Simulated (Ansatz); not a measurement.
Short convergence ladders for ZrOs (P4mm, 2 atoms in the cell)

```yaml
crystal:
  lattice:
    - [3.28632, 0.00000, 0.00000]
    - [0.00000, 3.28632, 0.00000]
    - [0.00000, 0.00000, 3.28632]
  atoms:
    - { symbol: Zr, position: [0.50000, 0.50000, 0.51521] }
    - { symbol: Os, position: [0.00000, 0.00000, 0.00000] }
```

Base method: PBEsol, default PAW files made with PBE (plane waves; Ansatz, an electronic-structure program).

Base settings: basis.ecutwfc = 30.9 Ry; kpoints.mp_grid.grid = 10 10 10; hamiltonian.xc = pbesol; hamiltonian.pseudopotentials = {kind: paw} (the program's default PAW files); scf.occupations.method = gaussian; scf.occupations.width = 0.0073 Ry.

The count of work is k-points × plane waves × bands × iterations; it is no time. 

**The cutoff for other potential files**

Level: DFT, PBEsol, plane waves, harder PAW files (source: ansatz) made with PBE.

In this ladder: hamiltonian.pseudopotentials = {kind: paw, source: ansatz}.

The second cell is the first with its lattice scaled by 0.98.

The mesh stays at the base's, so the ladder's end is converged at best in this setting alone.

The first pressure column holds Ansatz's estimate of the finite-basis (Pulay) stress, which hides part of the cutoff error; the other is without it.

Only quantities that move along the ladder and can be compared are tabulated.

| basis.ecutwfc | free energy less the last step's (meV/atom) | energy of the compressed cell less the first (meV/atom) | pressure (GPa) | pressure without the Pulay estimate (GPa) | largest difference of a force vector from the last step's (eV/Å) | count of work / last |
|---|---|---|---|---|---|---|
| 15.8 Ry | 7233.39 | -16.57 | -4.59 | -261.91 | 0.231 | 0.11 |
| 19.5 Ry | 1722.14 | -34.01 | -9.02 | -92.30 | 0.027 | 0.13 |
| 24.6 Ry | 164.19 | -9.65 | -7.81 | -20.36 | 0.006 | 0.18 |
| 30.1 Ry | 6.34 | -7.77 | -7.56 | -8.30 | 0.000 | 0.29 |
| 35.3 Ry | 0.97 | -7.83 | -7.57 | -7.58 | 0.000 | 0.36 |
| 42.3 Ry | 0.72 | -7.83 | -7.57 | -7.58 | 0.000 | 0.48 |
| 52.9 Ry | 0.38 | -7.83 | -7.57 | -7.58 | 0.000 | 0.65 |
| 70.6 Ry | 0.00 | -7.82 | -7.57 | -7.58 | 0.000 | 1.0 |

Coarsest basis.ecutwfc that holds the free energy within 2 meV/atom of the last step, with all finer ones: 35.3 Ry, at 0.36 of the last step's count of work; the step before is off by 6.3 meV/atom.

Coarsest basis.ecutwfc that holds the energy of the compressed cell less the first within 0.5 meV/atom of the last step, with all finer ones: 30.1 Ry, at 0.29 of the last step's count of work; the step before is off by 1.8 meV/atom.

Coarsest basis.ecutwfc that holds the pressure within 1 GPa of the last step, with all finer ones: 24.6 Ry, at 0.18 of the last step's count of work; the step before is off by 1.4 GPa.

The energy difference between the two cells stays within 1 meV/atom of the last step's from 30.1 Ry on, the total only from 35.3 Ry on: much of the error is common to both cells and cancels.

At the lowest cutoff the pressure without the Pulay estimate lies 254 GPa under the last step's, the usual sign of Pulay stress in an incomplete plane-wave basis.

**The relaxed cell against the cutoff**

On ZrOs (Pm-3m, 2 atoms in the cell): atoms on their sites.

In this ladder: relax = cell and atoms.

The mesh stays at the base's, so the ladder's end is converged at best in this setting alone.

Only quantities that move along the ladder and can be compared are tabulated.

```csv
basis.ecutwfc,relaxed volume (Å³/atom),relaxation steps
15.4 Ry,17.562,15
18.4 Ry,17.117,13
21.7 Ry,17.081,10
26.1 Ry,17.105,7
30.9 Ry,17.103,5
37.1 Ry,17.103,5
46.3 Ry,17.103,5
61.7 Ry,17.103,5
```

Coarsest basis.ecutwfc that holds the relaxed volume within 0.034 Å³/atom of the last step, with all finer ones: 18.4 Ry; the step before is off by 0.46 Å³/atom.

At the lowest cutoff the cell relaxes to a volume 2.7 % larger than at the highest. Ansatz relaxes on a stress corrected for the finite basis.

On the base run: the starting cell comes from a database of computed structures (which also holds hypothetical and non-ambient phases and stackings), without a prior relaxation at this level. Its lattice was rescaled by up to half a per cent. One atom was moved a little off its site on purpose. Spin polarisation is off.

Keys are those of Ansatz 0.2.
